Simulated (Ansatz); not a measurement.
# How a calculation on Sc3Cu (Pm-3m, 4 atoms in the cell) responds to its settings

```xyz
4
Lattice="4.4039 0.0000 0.0000 0.0000 4.4039 0.0000 0.0000 0.0000 4.4039" Properties=species:S:1:pos:R:3 pbc="T T T"
Sc     0.0000     2.2020     2.2020
Sc     2.2020     2.2020     0.0000
Sc     2.2020     0.0000     2.2020
Cu     0.0000     0.0000     0.0000
```

Base run A: PBE in Ansatz (a program for electronic structure), self-consistent single point.

Its settings: kpoints.mp_grid.grid = 6 6 6; hamiltonian.xc = pbe; hamiltonian.pseudopotentials = {kind: paw} (the program's default PAW files); scf.occupations.method = gaussian; scf.occupations.width = 0.1 eV.

The starting cell was generated: these elements placed on a structure prototype, without a prior relaxation; it need not be a known phase or ordering of this composition. Its lattice was rescaled by a random factor within 2.5 % of one. Spin polarisation is off. Ansatz's pressure includes its estimate of the finite-basis (Pulay) stress.

Runs:
- B: hamiltonian.xc: pbe → lda [LDA (PW92)]
- C: hamiltonian.xc: pbe → pbesol [PBEsol]
- D: hamiltonian.xc: pbe → rpbe [RPBE]
- E: hamiltonian.xc: pbe → revpbe [revPBE]
- F: hamiltonian.xc: pbe → blyp [BLYP]
- G: hamiltonian.xc: pbe → r2scan [r2SCAN]

| run | pressure (GPa) |
|---|---|
| A | -2.30 |
| B | (withheld) |
| C | -5.08 |
| D | 0.05 |
| E | -0.57 |
| F | (withheld) |
| G | (withheld) |

### Question
What belongs in the gaps?

### Answer

- B, pressure (GPa): -7.93
- F, pressure (GPa): -0.95
- G, pressure (GPa): -2.99

Keys are those of Ansatz 0.2.
